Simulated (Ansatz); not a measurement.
Pressure series in Co

The reference is Co in the hcp (Mg type) structure (space group P6_3/mmc, No. 194; a = 2.4572 Å, c = 3.9687 Å; ferromagnetic).

Cell and atoms are relaxed at each pressure.

Computed with plane-wave PAW DFT at the PBEsol level (Ansatz, a program for electronic structure, 420 eV), without spin-orbit coupling.

```tsv
case	shortest interatomic distance	largest site moment
base	2.439 Å	1.64 μB
pressure −2 GPa	2.446 Å	1.65 μB
pressure −1 GPa	2.443 Å	1.65 μB
pressure 0.3 GPa	2.438 Å	1.64 μB
pressure 0.7 GPa	2.437 Å	1.64 μB
pressure 1.5 GPa	2.434 Å	1.64 μB
pressure 3 GPa	2.430 Å	1.63 μB
pressure 5 GPa	2.424 Å	1.62 μB
pressure 7.5 GPa	2.416 Å	1.62 μB
pressure 10 GPa	2.409 Å	1.61 μB
```

Other magnetic orders, which the real material may have, were not ruled out. Load acts through the strain it causes; cell and atoms are relaxed under it. No phonon test of stability was made. Competing high-pressure phases were not computed.
